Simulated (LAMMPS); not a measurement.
MD of Cu (fcc) at zero pressure, 4000 atoms, as a liquid; each row is its own run.

Computed with classical MD, pair style eam/alloy, file CuNi.eam.alloy, run in LAMMPS.

```
T (K)  volume (Å³/atom)
-----  ----------------
950              12.997
1090             13.150
1220             13.291
1490             13.588
1700             13.804
1770             13.879
1900             14.008
2170             14.277
```

### Question
Fit a straight line, y = a + b x, to these rows (x is the first column, y the second) and predict the run at x = 1360.

### Answer
Least squares gives a = 12.005 and b = 0.001054. At x = 1360 the fit predicts 13.438 Å³/atom. The run itself gave 13.446 ± 0.002 Å³/atom, so the fit is 0.059 % low.

Caution (rows 950; 1090; 1220): this liquid lies under the melting point of about 1290 K that EAM-type CuNi.eam.alloy gives, so it is undercooled.
